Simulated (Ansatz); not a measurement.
**Band gap of cubic perovskite CsSnI3 (cubic high-temperature phase) at several levels of theory**

No measured value is used here.

```
level (code)             value (eV)  cell (Å³/atom)
--------------------  -------------  --------------
PBE (Ansatz)                   0.34           48.11
PBE-D4 (Ansatz)                0.26           47.24
r²SCAN+SOC (Ansatz)   0.06 (direct)           48.11
G0W0@PBEsol (Ansatz)           0.88           48.11
```

Computed values are for a static lattice. Levels without +SOC have no spin–orbit coupling; where heavier elements are present it shifts gaps, mostly down, and can invert bands.  PBE-D4: the gap is read on the k mesh or supercell of the run alone and can be too large. PBE-D4: the relaxation could not lower the start's symmetry, so the cell can be a saddle point above a distorted one. G0W0@PBEsol: filled d or f shells below the valence bands can shift G0W0 gaps through exchange with them, which wasn't tested here. Values are at the measured cell; PBE-D4 at the level's own equilibrium cell. Cutoffs differ between the levels. Ansatz's density-functional and Hartree–Fock values are scalar-relativistic unless marked +SOC, with PAW data made under PBE.

Ansatz is a program for electronic structure.
